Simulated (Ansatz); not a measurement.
The parent structure is TiC in the rock salt structure (space group Fm-3m, No. 225; a = 4.2930 Å).

Now apply this change: Hf takes the place of Ti on all its sites; the structure is relaxed again.

Levels (all Ansatz, an electronic-structure program, PAW, earlier PAW set): PBEsol (420 eV, no spin-orbit coupling); r2SCAN (500 eV, no spin-orbit coupling).

The geometry is relaxed with PBEsol.

PBEsol pressure: 0.0 GPa

With r2SCAN at the same geometry, the pressure goes from zero to 5.6 GPa.

Single points use the geometry relaxed with PBEsol. Their cutoffs differ, which shifts pressures a little. Whether these cells are dynamically stable was not tested. All final runs are without spin polarisation.
